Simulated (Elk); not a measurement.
Worked example: self-consistent single point of Ba2N (R-3m, 3 atoms in the cell) in Elk.

Method: LDA (PW92), spin-orbit coupling in second variation, all-electron FP-LAPW, Elk's shipped species files, APW+lo basis with extra local orbitals (Elk 10.2.4).

```
CELL_PARAMETERS angstrom
      2.04890     1.18294     7.77398
     -2.04890     1.18294     7.77398
      0.00000    -2.36587     7.77398
ATOMIC_POSITIONS crystal
  Ba 0.73193 0.73193 0.73193
  Ba 0.26807 0.26807 0.26807
  N  0.00000 0.00000 0.00000
```

Reference input (self-consistent single point, DFT, LDA (PW92), all-electron FP-LAPW, Elk's shipped species files, APW+lo basis with extra local orbitals): xctype = 3; rgkmax = 7.5; stype = 0; swidth = 0.00499791 Ha; ngridk = 6 6 6; gmaxvr = 16 1/bohr; nxlo = 2; lorbcnd = true; lmaxi = 2. This run's input differs from it in these lines:

```diff
@@ -5,2 +5,5 @@
   3
+
+spinorb
+  .true.
 
@@ -20,2 +23,5 @@
   2
+
+nempty
+  10
```

The program printed (abridged):

```
│ Self-consistent loop started │
│ Loop number : 1 │
 total energy                :     -16340.7103940
 total moment                :   0.1169790716E-19 -0.2904545230E-20 -0.1881508141E-20
│ Loop number : 2 │
 total energy                :     -16340.3078861
 total moment                :   0.1437839905E-18  0.2849072720E-19  0.3621542975E-20
RMS change in Kohn-Sham potential (target) :   0.2358376911     (  0.1000000000E-05)
Absolute change in total energy (target)   :   0.4025079268     (  0.1000000000E-03)
│ Loop number : 3 │
 total energy                :     -16333.7814347
   [... lines left out ...]
 total energy                :     -16320.6887743
 total moment                :   0.1001756793E-16  0.1902766358E-19 -0.2340787971E-20
RMS change in Kohn-Sham potential (target) :   0.1545191068E-06 (  0.1000000000E-05)
Absolute change in total energy (target)   :   0.1007961309E-03 (  0.1000000000E-03)
│ Loop number : 16 │
 total energy                :     -16320.6887637
 total moment                :   0.1003088720E-16  0.4894360347E-19  0.6468167700E-20
RMS change in Kohn-Sham potential (target) :   0.1156297251E-06 (  0.1000000000E-05)
Absolute change in total energy (target)   :   0.3582864883E-04 (  0.1000000000E-03)
Convergence targets achieved

│ Loop number : 17 │

Energies :
 Fermi                       :     0.197392042724
 xc effective B-field        :    -0.563137007479E-09
 external B-field            :      0.00000000000
 total energy                :     -16320.6887572
 (external B-field energy excluded from total)

Density of states at Fermi energy :    42.75167918
 (states/Hartree/unit cell)

Estimated indirect band gap :   0.1460171120E-02
 from k-point     13 to k-point     26
Estimated direct band gap   :   0.1419480060E-01
 at k-point     23

Charges :
 core                        :    74.00000000
 valence                     :    45.00000000
 interstitial                :    5.300819540
 muffin-tins (core leakage)
  species :    1 (Ba)
   atom    1                 :    53.72659935     (  0.5451371955E-05)
   [... lines left out ...]
   atom    2                 :  -0.5702756460E-20  0.2656543276E-20  0.1734745655E-20
  species :    2 (N)
   atom    1                 :   0.1305559288E-22  0.4746609036E-23  0.4361967165E-24
 total in muffin-tins        :  -0.1139245733E-19  0.5317833161E-20  0.3469927506E-20
 total moment                :   0.1001582927E-16  0.5367257167E-20  0.3445003626E-20

│ Self-consistent loop stopped │
```

The run converged in 17 iterations. The count includes the last loop, which Elk runs after its targets are met. 

The starting cell comes from a database of computed structures (which also holds hypothetical and non-ambient phases and stackings), without a prior relaxation at this level. Its lattice was rescaled by a random factor within 2.5 % of one. Values depend on the basis (sphere radii, cutoffs, local orbitals), which need not be converged. The run gives no clean gap (levels at the Fermi energy touch, overlap or are partly filled at this smearing), which alone does not show that the compound is a metal. The log's line on a gap gives a spacing of levels on this mesh, which the program prints for metals too.

Cost on one core of a shared machine: roughly 5 min.
